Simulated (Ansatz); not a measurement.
1T (CdI2-type) MgI2 was calculated with PBEsol (plane waves, PAW; Ansatz, a first-principles code).

Settings: plane-wave cutoff 520 eV, 12×12×6 k mesh (along the axes of the cell as run), scalar-relativistic PAW data made under PBE.

Cell (relaxed at this level):

```cif
data_I2Mg
_chemical_formula_sum 'Mg1 I2'
_space_group_name_H-M_alt 'P 1'
_space_group_IT_number 1
_cell_length_a 4.12949
_cell_length_b 4.12949
_cell_length_c 7.02464
_cell_angle_alpha 90.000
_cell_angle_beta 90.000
_cell_angle_gamma 120.000
loop_
_space_group_symop_operation_xyz
  'x, y, z'
loop_
_atom_site_label
_atom_site_type_symbol
_atom_site_fract_x
_atom_site_fract_y
_atom_site_fract_z
_atom_site_occupancy
Mg1 Mg 0.00000 0.00000 0.00000 1
I1 I 0.33333 0.66667 0.23759 1
I2 I 0.66667 0.33333 0.76241 1
```

Q: Predict the Young modulus, Poisson ratio, elastic constant C66, elastic constant C13, polycrystal shear modulus (Hill average), elastic constant C11, elastic constant C12, elastic constant C33 and elastic constant C44.

A: 
- Young modulus = 17.6 GPa
- Poisson ratio = 0.237
- elastic constant C66 = 16.0 GPa
- elastic constant C13 = 2.57 GPa
- polycrystal shear modulus (Hill average) = 7.10 GPa
- elastic constant C11 = 44.2 GPa
- elastic constant C12 = 12.1 GPa
- elastic constant C33 = 8.88 GPa
- elastic constant C44 = 2.59 GPa

Note: the cell comes from a level without a dispersion term, which matters for the spacing of layers, chains or molecules; the cell has widely spaced layers and the level no dispersion term, so their spacing and the moduli can rest on weak binding.

Elastic constants are with the ions relaxed.

Spin–orbit coupling is not included.

The computed numbers hold no vibrational or temperature effects.

It cost around 28 core-minutes (rough) of CPU time.
